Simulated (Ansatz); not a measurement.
Density of states of V₂O₅ (Pmmn) above the conduction band minimum, PBEsol, rigid bands (Ansatz, an electronic-structure program); cell volume 177.8 Å³.

| energy from edge (eV) | 10⁻³ states/eV/cell |
|---|---|
| 0.006 | 502 |
| 0.031 | 1200 |
| 0.056 | 1710 |
| 0.081 | 2220 |
| 0.106 | 2830 |
| 0.131 | 3660 |
| 0.156 | 4980 |
| 0.181 | 5820 |
| 0.206 | 6000 |
| 0.231 | 6210 |
| 0.256 | 6460 |
| 0.281 | 6790 |
| 0.319 | 7290 |
| 0.344 | 6450 |
| 0.369 | 6420 |
| 0.394 | 6540 |
| 0.419 | 6650 |
| 0.444 | 6770 |
| 0.469 | 6870 |
| 0.494 | 7100 |
| 0.519 | 7520 |
| 0.544 | 8240 |
| 0.569 | 9670 |
| 0.594 | 13600 |

### Question
What effective density of states at 300 K does this give (∫ g(E) exp(−E/k_BT) dE, both spins, divided by the cell's size)?

### Answer
1.5e20 cm⁻³, a density-of-states mass of 3.3 mₑ, valleys and band degeneracy included.

Spin-orbit coupling is left out. Geometry: cell and atoms relaxed with PBEsol.

Formula and space group known from diffraction (Crystallography Open Database), not checked to be the room-temperature form: V2O5 (Pmmn). Treated as nonmagnetic, magnetic states not searched for: V2O5 (Pmmn).
